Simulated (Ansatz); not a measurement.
The parent structure is RbBr in the rock salt structure (space group Fm-3m, No. 225; a = 6.8433 Å). Axes: x, y, z lie along the cube axes.

Level of theory: DFT with PBEsol, PAW potentials and a 420 eV plane-wave cutoff in Ansatz (a first-principles code), no spin-orbit coupling.

For the base:

| Property | Result |
|---|---|
| Valence-band top at Γ | 0.00, 0.00, 0.00 eV |
| Pressure | 0.01 GPa |

Modification: compressive biaxial strain of 1.67 % in the plane normal to [111], as in epitaxy on a mismatched substrate; the out-of-plane cell vector and the atoms relax.

Task: What happens to the valence-band top at Γ, pressure and out-of-plane strain?

Result: The valence-band top at Γ (three highest levels, from the VBM) becomes 0.00, 0.00, -0.06 eV (base: 0.00, 0.00, 0.00 eV); the pressure (mean of the normal stresses, compression positive) rises by 0.197 GPa to 0.20 GPa; the out-of-plane strain is +1.95 %.

The levels and masses belong to the bands next to the band gap. Stability against distortions was not tested.
